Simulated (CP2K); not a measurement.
Band structure of YN (Fm-3m, 2 atoms in the cell).

```
YN
1.0
    3.52379     0.00000     0.00000
    1.76189     3.05169     0.00000
    1.76189     1.01723     2.87716
Y N
1 1
Direct
  0.00000   0.00000   0.00000
  0.50000   0.50000   0.50000
```

Method: PBE, GPW, DZVP-MOLOPT-SR-GTH basis, GTH-PBE potentials (GTH_POTENTIALS) (CP2K).

Settings: CUTOFF = 500 Ry; REL_CUTOFF = 50 Ry; SMEAR/METHOD = GAUSSIAN; SIGMA = 0.272 eV; KPOINTS/SCHEME = MONKHORST-PACK 6 6 6; GAMMA_CENTERED = T; XC_FUNCTIONAL = PBE; Y/BASIS_SET = DZVP-MOLOPT-SR-GTH-q11; Y/POTENTIAL = GTH-PBE-q11; N/BASIS_SET = DZVP-MOLOPT-SR-GTH-q5; N/POTENTIAL = GTH-PBE-q5; METHOD = GPW; EPS_DEFAULT = 1e-10; EXTRAPOLATION = USE_GUESS.

The starting cell comes from a database of computed structures (which also holds hypothetical and non-ambient phases and stackings), without a prior relaxation at this level. Its lattice was rescaled by a random factor within 2.5 % of one. Values carry the incompleteness of an atom-centred basis.

Levels in eV from the Fermi level, bands 5 to 10:
```
point       5      6      7      8     9    10
-----  ------  -----  -----  -----  ----  ----
Γ      -12.88  -0.13  -0.13  -0.13  2.93  2.93
X      -12.44  -1.74  -0.57  -0.57  0.12  6.40
W      -12.04  -2.19  -1.72  -1.72  3.78  3.78
K      -12.07  -2.29  -1.79  -1.40  2.29  5.91
L      -11.36  -4.08  -2.25  -2.25  5.37  5.94
U      -12.07  -2.29  -1.79  -1.40  2.29  5.91
```

No band crosses the Fermi level by more than 0.03 eV along this path.

Higher empty bands are left out: an atom-centred basis made for the valence describes them poorly.
